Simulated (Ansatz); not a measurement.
Relaxation of the outer planes of the (221) surface of rock-salt TiN in its 1x1 cell (cut with top plane N + Ti, bottom plane N + Ti), outermost plane spacing 0.71 Å in the ideal cut.

The numbers are results of PBE (plane waves to 420 eV, PAW; Ansatz, a quantum-chemistry and plane-wave program), not measurements.

Slab: 30 atoms, N15Ti15, 9.9 Å thick at the start (thin: gaps and levels are the slab's own); k 12x4x1, smearing 0.1 eV, dipole-corrected; all atoms relaxed; start symmetry kept, larger cells not searched; no spin, no spin-orbit, no U.

```tsv
plane	atoms	bulk spacing to the next (Å)	relaxed spacing (Å)	change (%)	rumpling (Å)
1	Ti + N	0.708	?	?	?
2	Ti + N	0.708	0.494	-30.3	0.00
```

Question: Fill in the missing entries.

Answer: 
- 1, relaxed spacing (Å): 0.603
- 1, change (%): -14.8
- 1, rumpling (Å): 0.05 (N outermost)
